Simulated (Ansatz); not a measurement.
Consider TaN in the rock salt structure (space group Fm-3m, No. 225; a = 4.375 Å).

One thing is altered: a hydrostatic pressure of 4.5 GPa.

Levels (all Ansatz, a program for electronic structure, PAW, earlier PAW set): PBEsol (420 eV, no spin-orbit coupling); r2SCAN (500 eV, no SOC).

The geometry is relaxed with PBEsol.

| Property | Value |
|---|---|
| PBEsol pressure | 4.5 GPa |

Problem. Predict the pressure from r2SCAN.

Solution. The pressure grows by 5.5 GPa, from 4.5 GPa to 10.0 GPa.

Single points use the geometry relaxed with PBEsol. Their cutoffs differ, which shifts pressures a little. Load acts through the strain it causes; cell and atoms are relaxed under it. Whether these cells are dynamically stable was not tested. The final runs are not spin-polarised. This is not the structure that TaN has at room temperature and ambient pressure.
